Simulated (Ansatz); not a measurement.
The starting structures come from a database of crystals and need not be the phases stable at ambient conditions.

 Where the default PAW files enter, the runs use the earlier of Ansatz's two default sets.

# Evanescent states of Sr$_{3}$Ta$_{2}$ZnO$_{9}$ (P-3m1, not sure to be the ambient phase, 15 atoms a cell, 13.4 Å³ an atom, -5 GPa at this level) along the normal of (001)

Method: r2SCAN (plane waves, PAW; Ansatz, an electronic-structure program).

The gap is the functional's own. No spin-orbit coupling. Mid-gap values are interpolated on the energy grid.

Energies count from the valence-band top; κ is the least over a 6×6 mesh across the current.

```tsv
E (eV)	κ (1/Å)	where
0.10	0.145	Γ
0.28	0.237	Γ
0.47	0.295	Γ
0.67	0.313	Γ
0.85	0.326	Γ
1.04	(withheld)	Γ
1.24	(withheld)	Γ
1.43	(withheld)	Γ
1.61	(withheld)	Γ
1.80	(withheld)	Γ
2.00	(withheld)	Γ
2.19	(withheld)	Γ
2.38	(withheld)	Γ
2.56	(withheld)	Γ
2.75	(withheld)	Γ
2.94	(withheld)	Γ
3.13	0.331	Γ
3.33	0.310	Γ
3.52	0.275	Γ
3.71	0.215	Γ
3.90	0.065	Γ
```

Problem. Some entries are withheld; supply them.

Solution. 
- 1.04, κ (1/Å): 0.338
- 1.24, κ (1/Å): 0.347
- 1.43, κ (1/Å): 0.354
- 1.61, κ (1/Å): 0.359
- 1.80, κ (1/Å): 0.363
- 2.00, κ (1/Å): 0.365
- 2.19, κ (1/Å): 0.365
- 2.38, κ (1/Å): 0.364
- 2.56, κ (1/Å): 0.360
- 2.75, κ (1/Å): 0.354
- 2.94, κ (1/Å): 0.345
